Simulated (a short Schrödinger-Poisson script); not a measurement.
From a short Schrödinger-Poisson script (our own, NumPy): 1D Poisson equation in equilibrium, electrons quantum, Hartree plus LDA exchange-correlation (BenDaniel-Duke, 40 states a valley, the channel's in-plane mass for all, wave functions free to enter the barrier), parabolic valleys, classical holes, full ionisation, no traps, pinning or gate leakage.

Structure: gated Al0.33Ga0.67N/GaN polarisation-induced gas, at 300 K.

From the gate side: 25 nm Al0.33Ga0.67N; 6000 nm GaN, acceptors 9e14 cm⁻³.

The device is made up for the run: typed textbook-type constants, with dimensions and the other settings drawn at random. Al0.33Ga0.67N: permittivity 9.3, conduction-band edge (eV) 0.462, gap (eV) 4.09, electron mass (mₑ) 0.24, Nv at 300 K (cm⁻³) 4.6e19. GaN: permittivity 9.5, conduction-band edge (eV) 0, gap (eV) 3.43, Nv at 300 K (cm⁻³) 4.6e19.

Channel valleys (confinement mass, in-plane density-of-states mass, number): Γ 0.2, 0.2, 1. At the gate the conduction-band edge of layer 1 lies 1.27 eV − eVg above the Fermi level of the channel; the field vanishes at the back. Sheet of polarisation charge: +1.6e13 e/cm² at 25 nm from the gate. The barrier under the gate holds no holes. Gaps are held at their typed values at every temperature. Mesh 0.08 nm at interfaces.

Task: Give the centroid of the channel electrons at Vg = 0.5 V (nm); the sheet density of all electrons at Vg = -4 V (cm⁻²); the capacitance at Vg = 0.5 V (μF/cm²).

Result: centroid of the channel electrons at Vg = 0.5 V (nm): 1.76; sheet density of all electrons at Vg = -4 V (cm⁻²): 5.52e12; capacitance at Vg = 0.5 V (μF/cm²): 0.321.
